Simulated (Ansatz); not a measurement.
# Hypothetical cubic perovskite CaSnSe3 under a change: biaxial strain −4.41 %, plane normal [001], relaxed out of plane

Start from CaSnSe3 in the cubic perovskite structure (space group Pm-3m, No. 221; a = 5.212 Å; a hypothetical phase, not in the database extracts checked). Axes: x, y, z lie along the cube axes.

The change: compressive biaxial strain of 4.41 % in the plane normal to [001], as in epitaxy on a mismatched substrate; the out-of-plane cell vector and the atoms relax.

Calculations: plane-wave PAW DFT at the PBEsol level (Ansatz, a quantum-chemistry and plane-wave program, 420 eV), no SOC. Settings: 9×9×9 k-points, 0.05 eV Fermi–Dirac smearing.

The volume per atom shrinks by 1.83 Å³ (28.31 Å³ → 26.48 Å³) and the space group becomes P4/mmm (No. 123) (base: Pm-3m (No. 221)). The energy increases by 47 meV/atom and the band gap remains zero. The out-of-plane strain is +2.35 % (rough) and the mean in-plane stress (compression positive) amounts to +6.6 GPa (rough).

Without a gap, meshes like the base's 9×9×9 leave anisotropic stresses uncertain by several tenths of a GPa, and small strain energies with them. No phonon test of stability was made. The final runs are not spin-polarised. Many cubic perovskites are stable only at high temperature; tilts and polar distortions were not tested.
